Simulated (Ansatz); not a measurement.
MgSe: response to strain

Base system: MgSe in the rock salt structure (space group Fm-3m, No. 225).

```
MgSe
1.0
    0.00000     2.73618     2.73618
    2.73618     0.00000     2.73618
    2.73618     2.73618     0.00000
Mg Se
1 1
Cartesian
  0.00000   0.00000   0.00000
  2.73618   2.73618   2.73618
```

Cartesian axes are those of the cell as printed.

Strains are applied to the cell and any free atomic positions relax; under biaxial strain the out-of-plane vector relaxes too.

Method: r2SCAN in Ansatz (plane waves to 500 eV, PAW, no spin-orbit coupling).

Notes on the quantities. pressure: mean of the normal stresses, compression positive; energy relative to the base: free energy F.

| change | pressure | band gap | smallest direct gap | energy relative to the base | shortest interatomic distance |
|---|---|---|---|---|---|
| base | -0.01 GPa | 2.48 eV | 3.44 eV | 0 meV/atom | 5.171 bohr |
| biaxial strain −2.50 %, plane normal [111], relaxed out of plane | 2.69 GPa | 2.38 eV | 3.53 eV | +12 meV/atom | 5.108 bohr |
| biaxial strain −2.08 %, plane normal [111], relaxed out of plane | 2.20 GPa | 2.40 eV | 3.53 eV | +8.5 meV/atom | 5.118 bohr |
| biaxial strain −1.67 %, plane normal [111], relaxed out of plane | ? | ? | ? | ? | ? |
| biaxial strain −1.25 %, plane normal [111], relaxed out of plane | 1.28 GPa | 2.44 eV | 3.50 eV | +3.0 meV/atom | 5.139 bohr |
| biaxial strain −0.83 %, plane normal [111], relaxed out of plane | 0.83 GPa | 2.45 eV | 3.48 eV | +1.3 meV/atom | 5.150 bohr |
| biaxial strain −0.42 %, plane normal [111], relaxed out of plane | 0.41 GPa | 2.47 eV | 3.46 eV | +0.3 meV/atom | 5.160 bohr |

**Question.** Some entries are withheld; estimate them.

**Answer.** 
- biaxial strain −1.67 %, plane normal [111], relaxed out of plane, pressure: 1.74 GPa
- biaxial strain −1.67 %, plane normal [111], relaxed out of plane, band gap: 2.42 eV
- biaxial strain −1.67 %, plane normal [111], relaxed out of plane, smallest direct gap: 3.51 eV
- biaxial strain −1.67 %, plane normal [111], relaxed out of plane, energy relative to the base: +5.4 meV/atom
- biaxial strain −1.67 %, plane normal [111], relaxed out of plane, shortest interatomic distance: 5.128 bohr

Stability against distortions was not tested.

Ansatz is an electronic-structure program.
